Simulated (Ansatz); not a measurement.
# Y2F (model structure, started from the Ca2N type, R-3m, No. 166, 3 atoms in the cell): properties by level of theory

| level (code) | lattice parameter a (Å) | c axis length (Å) | bulk modulus B0 (GPa) | cohesive energy (eV/atom) |
|---|---|---|---|---|
| LDA (Ansatz) | 3.558 | 16.669 | 67.0 | 5.53 |
| PBE (Ansatz) | 3.648 | 17.442 | 55.2 | 4.66 |
| PBEsol (Ansatz) | 3.602 | 16.978 | 60.7 | 5.06 |
| r²SCAN (Ansatz) | 3.654 | 17.137 | 58.6 | 4.64 |

Caveats: the bulk modulus is −V dP/dV from two relaxed cells at ±2 % in volume (LDA, PBE, PBEsol, r²SCAN). Ansatz's density-functional and Hartree–Fock values are scalar-relativistic unless marked +SOC, with PAW data made under PBE.

Free atoms are spin-polarised, in the lowest state found; at levels without +SOC their spin–orbit coupling is left out.

Computed values are for the static lattice.

A model structure was made by putting elements into a prototype or built by hand; it is no filed structure, need not be a known phase, and can be a saddle point held by its symmetry.

Ansatz is a first-principles code.
